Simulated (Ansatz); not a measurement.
## Pb on the Al site + N vacancy in wurtzite AlN

Level of theory: PBE, PAW (plane waves to 420 eV; Ansatz, a program for electronic structure). A supercell of 96 sites (3×2×2 repeats of a cell of 8 atoms) was used; the energies come from a 2×2×2 shifted sampling of its zone. Sites at the start: the Al site; N 1.90 Å away. Charged cells carry a point-charge image correction with potential alignment at far atoms. Dielectric constants: PBE linear response of the host. Host gap at this level: 4.03 eV. These values are not converged in cell size to better than tenths of an eV. PBE underestimates the host's gap, which shifts levels and can delocalise carriers. Spin–orbit coupling is left out, which matters for these heavy elements. Each state is the lowest found from its start.

The name describes the start; the neighbours show where the atoms ended.

Charges with a result: +2, +1, 0, −1. Others weren't obtained, and one of them could lie lower, also by skipping a charge.

| charge | moment (μB) | largest move off a lattice site (Å) | neighbours of the last Pb atom of the defect at the end (Å) | image correction with alignment (eV) |
|---|---|---|---|---|
| +2 | not spin-polarised | 0.62 | N 2.21, N 2.21, N 2.28 | 1.13 |
| +1 | 1.0 | 0.31 | N 2.23, N 2.23, N 2.30 | 0.38 |
| 0† | not spin-polarised | 0.43 | N 2.26, N 2.26, N 2.35 | 0.00 |
| −1 | 1.0 | 0.51 | N 2.29, N 2.29, N 2.53 | 0.02 |

† Not settled in this cell, so no level is given: charge 0: no spin-polarised start tried.

Transition levels above the valence-band maximum: ε(+2/+1) = 2.18 eV. With a charge missing or unsettled, these needn't be thermodynamic levels.

Flagged in the runs: a host whose relaxation on this sampling wasn't shown to rest.

All states together cost roughly 110 core-minutes.
